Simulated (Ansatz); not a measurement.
Results of PBEsol+SOC (Ansatz, a program for electronic structure, PAW) for Sr3Zr2O7 (I4/mmm, No. 139, 12 atoms in the cell; start mp-27690).

Input file:

Ansatz 0.2 input:
```yaml
crystal:
  lattice:
    - [-2.0610192571, 2.0610192571, 10.4053727577]
    - [2.0610192571, -2.0610192571, 10.4053727577]
    - [2.0610192571, 2.0610192571, -10.4053727577]
  atoms:
    - { symbol: Sr, position: [0.5, 0.5, 0.0] }
    - { symbol: Sr, position: [0.6860833709, 0.6860833709, 0.0] }
    - { symbol: Sr, position: [0.3139166291, 0.3139166291, 0.0] }
    - { symbol: Zr, position: [0.8996386018, 0.8996386018, 0.0] }
    - { symbol: Zr, position: [0.1003613982, 0.1003613982, 0.0] }
    - { symbol: O, position: [0.4016335148, 0.9016335148, 0.5] }
    - { symbol: O, position: [0.5983664852, 0.0983664852, 0.5] }
    - { symbol: O, position: [0.9016335148, 0.4016335148, 0.5] }
    - { symbol: O, position: [0.0983664852, 0.5983664852, 0.5] }
    - { symbol: O, position: [0.8001565055, 0.8001565055, 0.0] }
    - { symbol: O, position: [0.1998434945, 0.1998434945, 0.0] }
    - { symbol: O, position: [0.0, 0.0, 0.0] }
basis:
  ecutwfc: 520
  ecutrho_ratio: 4
  xc_grid: 2
kpoints:
  mp_grid: { grid: [10, 10, 10] }
hamiltonian:
  xc: pbesol
  dispersion: none
  pseudopotentials: { kind: paw }
scf:
  occupations: { method: fermi_dirac, width: 0.01 }
  convergence: { dr2_threshold: 0.0000000012 }
output:
  forces: true
  stress: true
  eigenvalues: true
magnetization:
  noncollinear: true
  spin_orbit: true
```

Output (set-up and result lines):

```
Crystal: 12 atoms, lattice volume = 176.800 Å³
Basis set: ecut = 520 eV, 4791 PW (Γ), FFT grids on a1+a3, a2+a3, a3, exchange–correlation on 64×64×162 points (8 copies of the dense FFT grid, shifted against one another)
Bands: 120, of which v1, the nominal top of the filled ones, is band 96 counted from 1 (95 counted from 0)
Symmetry: 16 space group operations + 16 with time reversal
k-points: 102 of 1000
Initial density: superposition of atomic densities (chi_scale 0.1, normalization cell, long waves kept (reshape's long-wave potential 0.52 eV rms))
Functional: x = pbesol(κ = 0.804, μ = 0.12345679012345678), c = pbesol(β = 0.046)
spin=Noncollinear: Resta preconditioning applied to the charge; magnetization (m_x, m_y, m_z) channels mix plain (no charge-response kernel on spin).
SCF 1 converged in 13 iterations: F = -22684.335529 eV  dr2 = 4.54e-10
SCF converged after 13 iterations
Free energy (F): -22684.335529 eV
Internal energy: -22684.335529 eV  (E = F + TS)
E sigma→0 (E₀):  -22684.335529 eV
Fermi energy:    10.234779 eV
--- Stress (GPa, compression-positive) ---
       -0.001759       0.000000       0.000000
        0.000000      -0.001759      -0.000000
        0.000000      -0.000000      -0.003399
  P = ⅓ Tr σ = -0.0023 GPa (-0.023 kbar)
```

The PAW data were made under PBE.

A start named mp-… is a Materials Project structure, which need not be a measured phase.
